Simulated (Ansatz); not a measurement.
Start from Zr in the hcp (Mg type) structure (space group P6_3/mmc, No. 194; a = 3.2444 Å, c = 5.1584 Å; relaxed with 0.1 eV smearing). Axes: x lies along a and z along c of the hexagonal cell.

Level of theory: Ansatz (a quantum-chemistry and plane-wave program) r2SCAN, no spin-orbit coupling, earlier PAW set.

For the base:

The shortest interatomic distance is 6.024 bohr.

The change: the cell is compressed by 0.83 % along x with no lateral relaxation; the atoms relax in the strained cell.

Problem. How does this affect the shortest interatomic distance?

Solution. The shortest interatomic distance shrinks by 0.0204 bohr, from 6.024 bohr to 6.003 bohr.

Problem. How does this affect the stress?

Solution. The stress (xx, yy, zz, yz, xz, xy; compression positive) amounts to (1.2, 0.6, 0.5, 0.0, 0.0, 0.0) GPa.

Problem. What happens to the energy relative to the base?

Solution. The energy grows by 0.8 meV/atom.

Stability against distortions was not tested. All final runs are without spin polarisation.
